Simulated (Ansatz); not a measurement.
Base system: InAs in the zinc blende structure (space group F-43m, No. 216; a = 6.1096 Å).

Calculations: r2SCAN, PAW, 500 eV (Ansatz, a program for electronic structure; no SOC).

Strains are applied to the cell and any free atomic positions relax.

One change was made to it. Results:

The energy rises by 37 meV/atom; the band gap changes from 0.08 eV to zero; the pressure goes from zero to -4.1 GPa.

Task: Name the change that was made.
A. isotropic strain +0.50 %
B. isotropic strain +1.00 %
C. isotropic strain +3.00 %

Result: C, isotropic strain +3.00 %. For comparison, the energy relative to the base in the other runs: isotropic strain +1.00 % gives +4.4 meV/atom; isotropic strain +0.50 % gives +1.1 meV/atom.

A case with no gap was solved on a k-mesh chosen for an insulator, which is coarse for it. Stability against distortions was not tested. The final runs are not spin-polarised. A zero or small gap of InAs can be the functional's error rather than a property of the material.
